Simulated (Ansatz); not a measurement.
The reference is Mg2Sn (space group Fm-3m, No. 225; relaxed with 0.1 eV smearing).

```yaml
crystal:
  lattice:
    - [0.00000, 3.33192, 3.33192]
    - [3.33192, 0.00000, 3.33192]
    - [3.33192, 3.33192, 0.00000]
  atoms:
    - { symbol: Mg, position: [0.25000, 0.25000, 0.25000] }
    - { symbol: Mg, position: [0.75000, 0.75000, 0.75000] }
    - { symbol: Sn, position: [0.00000, 0.00000, 0.00000] }
```

Cartesian axes are those of the cell as printed.

Level of theory: LDA, PAW, 420 eV (Ansatz, a program for electronic structure; no spin-orbit coupling).

Base values:

| Property | Result |
|---|---|
| Shortest interatomic distance | 2.886 Å |

Modification: the cell is compressed by 1.00 % along z with no lateral relaxation, atoms relaxed at fixed cell.

Question: Estimate the effect on the energy relative to the base, shortest interatomic distance and stress.

Answer: The energy rises by 0.6 meV/atom; the shortest interatomic distance decreases by 0.010 Å to 2.876 Å; the stress (xx, yy, zz, yz, xz, xy; compression positive) amounts to (0.3, 0.3, 0.8, 0.0, 0.0, 0.0) GPa.

The cells carry an imposed strain or load. Stability against distortions was not tested.
